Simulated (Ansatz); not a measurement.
System: Be3N2 (Ia-3, No. 206). Method: r²SCAN (plane waves, PAW; Ansatz, a quantum-chemistry and plane-wave program).

Numerical settings: plane-wave cutoff 560 eV, 6×6×6 k mesh, Fermi–Dirac smearing 0.01 eV, scalar-relativistic PAW data made under PBE.

Pressure at four volumes; x = ln(V/6.678 Å³). One pressure is withheld.

| V (Å³/atom) | x | P (GPa) |
|---|---|---|
| 6.411 | -0.0408 | 9.96 |
| 6.678 | 0.0000 | 0.00 |
| 6.811 | 0.0197 | -4.33 |
| 6.945 | 0.0392 | ? |

Q: Pass a parabola P(x) through the three rows shown, estimate the bulk modulus and its pressure derivative near zero pressure, and predict the withheld pressure.

A: Slopes between the rows: (0.00 − (9.96))/(0.0000 − (-0.0408)) = -244.12 and (-4.33 − (0.00))/(0.0197 − (0.0000)) = -219.80 GPa. Their difference over the span 0.0605 is c = 24.32/0.0605 = 402.0 GPa, so P(x) = 9.96 + (-244.12)(x − (-0.0408)) + 402.0 (x − (-0.0408))(x − (0.0000)). At the middle row B = −dP/dx = −[-244.12 + 402.0 × 0.0408] = 227.7 GPa, and B′ = dB/dP = 2c/B = 3.5. At x = 0.0392 the parabola gives -8.31 GPa; the run gives -8.28 GPa. The Birch–Murnaghan fit to the energies at all volumes has B0 = 227 GPa and B′ = 3.6.
